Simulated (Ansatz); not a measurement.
The parent structure is InPd2 (space group Pnma, No. 62; a = 5.627 Å, b = 4.179 Å, c = 8.249 Å; a cell from a computed database, its experimental status unchecked).

Calculations: plane-wave PAW DFT at the PBEsol level (Ansatz, a quantum-chemistry and plane-wave program, 420 eV), scalar-relativistic without spin-orbit coupling.

One change was made to it. Results:

| quantity | base | after |
|---|---|---|
| volume per atom | 16.17 Å³ | 16.13 Å³ |
| band gap | zero | zero |

Task: What was done to the base?
A. pressure 3 GPa
B. pressure −1 GPa
C. pressure 0.3 GPa
D. pressure −2 GPa
E. pressure 5 GPa

Result: C, pressure 0.3 GPa. For comparison, the volume per atom in the other runs: pressure −2 GPa gives 16.38 Å³; pressure −1 GPa gives 16.27 Å³; pressure 3 GPa gives 15.87 Å³; pressure 5 GPa gives 15.70 Å³.

Load acts through the strain it causes; cell and atoms are relaxed under it. Stability against distortions was not tested. No other phases were tried under pressure. All final runs are without spin polarisation.
